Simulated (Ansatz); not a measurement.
## Habitual settings against a tight run: CoO (Fm-3m, 4 atoms in the cell)

Self-consistent single point.

```xyz
4
Lattice="4.3507 2.1754 2.1754 2.1754 4.3507 2.1754 2.1754 2.1754 4.3507" Properties=species:S:1:pos:R:3 pbc="T T T"
Co     0.0000     0.0000     0.0000
Co     4.3507     4.3507     4.3507
O      2.1754     2.1754     2.1754
O      6.5261     6.5261     6.5261
```
Moments meant for the start (each program seeds them in its own way; μB, in the order of the atoms Co Co O O): 3.0 -3.0 0.0 0.0.

Method: PBE (plane waves, PAW; Ansatz, an electronic-structure program).

Base settings: basis.ecutwfc = 420 eV; kpoints.mp_grid.grid = 10 10 10; hamiltonian.xc = pbe; hamiltonian.pseudopotentials = {kind: paw} (the program's default PAW files); magnetization.spin_polarized = true; scf.occupations.method = gaussian; scf.occupations.width = 0.02 eV.

Tight run (finer mesh or higher cutoff; not a proven limit): basis.ecutwfc: 420 eV → 590 eV; kpoints.mp_grid.grid: 10 10 10 → 14 14 14; scf.convergence.dr2_threshold: default (1e-07 eV) → 1e-09 eV. It gave Fermi level (on the code's own zero) 12.74 eV; pressure -11.46 GPa; size of the cell's spin moment 0.00 μB.

Quick runs, as changes from the base:
- A: the base itself
- B: basis.ecutwfc: 420 eV → 335 eV; kpoints.mp_grid.grid: 10 10 10 → 6 6 6; kpoints.mp_grid.shift: default → 0.5 0.5 0.5; scf.convergence.dr2_threshold: default (1e-07 eV) → 0.0001 eV
- C: kpoints.mp_grid.grid: 10 10 10 → 4 4 4
- D: basis.ecutwfc: 420 eV → 250 eV; kpoints.mp_grid.grid: 10 10 10 → 6 6 6; scf.convergence.dr2_threshold: default (1e-07 eV) → 0.001 eV
- E: basis.ecutwfc: 420 eV → 295 eV; kpoints.mp_grid.grid: 10 10 10 → 8 8 8; scf.occupations.method: gaussian → fermi_dirac; scf.occupations.width: 0.02 eV → 0.2 eV; scf.convergence.dr2_threshold: default (1e-07 eV) → 0.001 eV

Energies are extrapolated to zero smearing width, which holds to low order in the width alone.

The count of work is k-points × plane waves × bands × iterations; it is no time. 

Pressures in the table are Ansatz's without its Pulay estimate, at a fixed set of plane waves; the tight run's value above holds the estimate.

The starting cell has typed, rounded lattice constants, without a prior relaxation at this level. Its lattice was rescaled by a random factor within 2.5 % of one. The magnetic order is the one reached from the typed start; others were not searched systematically. In the base run, with a pressure of about -11 GPa the cell is away from its equilibrium volume at this level.

| run | energy less tight (meV/atom) | pressure less tight (GPa) | count of work / tight |
|---|---|---|---|
| A | 5.7 | -0.60 | 0.19 |
| B | 122.5 | -16.80 | 0.020 |
| C | 8.5 | -1.14 | 0.019 |
| D | 2892.4 | -246.37 | 0.014 |
| E | 605.4 | -69.02 | 0.034 |

Among the runs at the tight run's level, the energy misses run from 5.7 to 2892.4 meV/atom.

Left out of this page: 1 run of the series outside the window shown, repeating another row's setting, or not comparable.

Keys are those of Ansatz 0.2.
